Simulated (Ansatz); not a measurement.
## GeSe₂ (model structure, started from the 3R-MoS2 type, R3m, No. 160, 3 atoms in the cell): lattice parameter c by level of theory

No measured value is used here.

| level (code) | value (Å) |
|---|---|
| PBE (Ansatz) | 16.457 |
| PBEsol (Ansatz) | 16.217 |
| PBE-D3(BJ) (Ansatz) | 16.291 |

Ansatz's density-functional and Hartree–Fock values are scalar-relativistic unless marked +SOC, with PAW data made under PBE.

A model structure was made by putting elements into a prototype or built by hand; it is no filed structure, need not be a known phase, and can be a saddle point held by its symmetry.

Ansatz is a first-principles code.
